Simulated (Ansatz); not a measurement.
**TiB2: biaxial strain −0.51 %, plane normal [001], relaxed out of plane**

The reference is TiB₂ (space group P6/mmm, No. 191; a = 3.017 Å, c = 3.185 Å). Axes: x lies along a and z along c of the hexagonal cell.

One thing is altered: compressive biaxial strain of 0.51 % in the plane normal to [001], as in epitaxy on a mismatched substrate; the out-of-plane cell vector and the atoms relax.

Method: PBEsol, PAW, 420 eV (Ansatz, an electronic-structure program; no SOC), earlier PAW set. k-mesh 13×13×10 (Γ-centred); smearing 0.05 eV (Fermi–Dirac).

- Shortest interatomic distance: 173.3 pm (base 174.2 pm)
- Pressure (mean of the normal stresses, compression positive): 2.4 GPa (base 0.0 GPa)
- Band gap: zero (base zero)
- Out-of-plane strain: +0.25 % (rough)
- Mean in-plane stress (compression positive): +3.6 GPa (rough)

Final structure (turned so that z lies along the plane normal):

```
TiB2
1.0
    3.00190     0.00000     0.00000
    1.50095     2.59972     0.00000
    0.00000     0.00000     3.19290
Ti B
1 2
Direct
  0.00000   0.00000   0.00000
  0.33333   0.33333   0.50000
  0.66667   0.66667   0.50000
```

A case with no gap was solved on a k-mesh chosen for an insulator, which is coarse for it. Without a gap, meshes like the base's 13×13×10 leave anisotropic stresses uncertain by several tenths of a GPa, and small strain energies with them. Stability against distortions was not tested. All final runs are without spin polarisation.
